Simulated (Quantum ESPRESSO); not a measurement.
Input and output of a relaxation of the atoms for Cd₃Pt (I4mm, 4 atoms in the cell) (Quantum ESPRESSO).

Method of the run: LDA (PZ), PSlibrary PAW (LDA) pseudopotentials (plane waves; Quantum ESPRESSO).

The input file:

```fortran
&CONTROL
 calculation = 'relax'
 prefix = 'Cd3Pt'
 outdir = './work'
 pseudo_dir = './'
 forc_conv_thr = 7.8e-03
/
&SYSTEM
 ibrav = 0
 nat = 4
 ntyp = 2
 ecutwfc = 45
 ecutrho = 540
 occupations = 'smearing'
 smearing = 'fermi-dirac'
 degauss = 0.0073499
/
&ELECTRONS
 conv_thr = 1.0e-11
 mixing_beta = 0.7
/
&IONS
/
ATOMIC_SPECIES
Cd   112.4140  Cd.pz-n-kjpaw_psl.1.0.0.UPF
Pt   195.0840  Pt.pz-n-kjpaw_psl.1.0.0.UPF
ATOMIC_POSITIONS {alat}
Cd    0.000000000    0.397728574    0.413407778
Cd    0.397728574    0.000000000    0.413407778
Cd    0.000000000    0.000000000    0.855410145
Pt    0.000000000    0.000000000    0.000000000
K_POINTS {automatic}
5 5 5  0 0 0
CELL_PARAMETERS {angstrom}
  -2.086380000     2.086380000     4.337258000
   2.086380000    -2.086380000     4.337258000
   2.086380000     2.086380000    -4.337258000
```

Output (repeated stretches shortened):

```
     Self-consistent Calculation

     iteration #  1     ecut=    45.00 Ry     beta= 0.70

     Threshold (ethr) on eigenvalues was too large:
     Diagonalizing with lowered threshold

     total energy              =   -1841.87211395 Ry
     estimated scf accuracy    <       0.18199413 Ry

     iteration #  2     ecut=    45.00 Ry     beta= 0.70

     total energy              =   -1841.90709977 Ry
     estimated scf accuracy    <       0.62280970 Ry

     iteration #  3     ecut=    45.00 Ry     beta= 0.70

     total energy              =   -1841.98532643 Ry
     estimated scf accuracy    <       0.01325326 Ry

   [... 9 blocks of this kind left out ...]

     iteration # 13     ecut=    45.00 Ry     beta= 0.70

     total energy              =   -1841.99368346 Ry
     estimated scf accuracy    <          1.7E-11 Ry

     iteration # 14     ecut=    45.00 Ry     beta= 0.70
     End of self-consistent calculation

     the Fermi energy is    13.0151 ev

!    total energy              =   -1841.99368346 Ry
     estimated scf accuracy    <          2.6E-12 Ry
     smearing contrib. (-TS)   =      -0.00224854 Ry
     internal energy E=F+TS    =   -1841.99143492 Ry

     convergence has been achieved in  14 iterations

     Forces acting on atoms (cartesian axes, Ry/au):

     atom    1 type  1   force =     0.00000000    0.00000000    0.01474352
     atom    2 type  1   force =     0.00000000   -0.00000000    0.01474352
     atom    3 type  1   force =     0.00000000    0.00000000   -0.02482623
     atom    4 type  2   force =     0.00000000    0.00000000   -0.00466082

     Total force =     0.032754     Total SCF correction =     0.000002

     BFGS Geometry Optimization
   [... lines left out ...]
     the Fermi energy is    13.0173 ev
!    total energy              =   -1841.99695836 Ry
     Total force =     0.004252     Total SCF correction =     0.000001
     bfgs converged in   6 scf cycles and   5 bfgs steps
     Final energy             =   -1841.9969583565 Ry
   [... lines left out ...]

     File ./work/Cd3Pt.bfgs deleted, as requested
Begin final coordinates

ATOMIC_POSITIONS (alat)
Cd              -0.0000000000        0.3977285740        0.4221747379
Cd               0.3977285740       -0.0000000000        0.4221747379
Cd               0.0000000000        0.0000000000        0.8391827138
Pt              -0.0000000000       -0.0000000000       -0.0013064885
End final coordinates

   JOB DONE.
```

The run converged.  The full log also holds: “c_bands:  1 eigenvalues not converged”. The full log also holds: “WARNING: bfgs curvature condition failed, Theta= 0.964”.

Summary of the result:
```
Property                                      Result
------------------------------------  --------------
Free energy E − TS                    -25061.6453 eV
Fermi level (on the code's own zero)        13.02 eV
Largest force (vector length)             0.095 eV/Å
Relaxation steps                                   5
```

The starting cell comes from a database of computed structures (which also holds hypothetical and non-ambient phases and stackings), without a prior relaxation at this level. Its lattice was rescaled by up to half a per cent. For this run, on top of that: one atom moved by 0.15 angstrom. Spin-orbit coupling is off. Spin polarisation is off. The relaxation keeps the symmetry of its start, so its end need not be a minimum.

Cost on one core of a shared machine: roughly 10 min.
